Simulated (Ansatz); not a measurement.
System: Al vacancy in corundum (charge state -3). The step: one Al atom jumps into the vacancy from a nearby Al site; the atom moves 2.43 Å along (-0.29, -0.57, 0.03) of the unit cell; the moving atom starts with neighbours O at 1.78, O at 1.84, O at 1.91, O at 1.99, O at 2.01, O at 2.17 Å and ends with O at 1.78, O at 1.84, O at 1.91, O at 1.99, O at 2.01, O at 2.17 Å. DFT values are from Ansatz (plane-wave PAW, 420 eV unless said) in a cell of 120 host sites, spin-restricted, static, with no finite-size correction. The charge state is imposed; whether it is stable for some Fermi level was not computed. Forms of the defect that were not tried may lie lower. For the PBE band: the saddle point's order was not checked.

```json
[
 {"Level": "CHGNet universal potential (has no charge state), its own band", "Forward barrier (eV)": "1.23", "Cost of the band or of the saddle's single point": "-"},
 {"Level": "PBE, the Γ point alone, band relaxed", "Forward barrier (eV)": "1.49", "Cost of the band or of the saddle's single point": "very roughly 40 core-minutes"},
 {"Level": "PBE, a 2×2×2 k-point mesh shifted by half a step along c, same geometries", "Forward barrier (eV)": "1.49", "Cost of the band or of the saddle's single point": "very roughly 5 core-minutes"},
 {"Level": "r2SCAN at 500 eV, the Γ point alone, same geometries", "Forward barrier (eV)": "1.46", "Cost of the band or of the saddle's single point": "very roughly 2.0 core-minutes"}
]
```

Ansatz is a first-principles code.
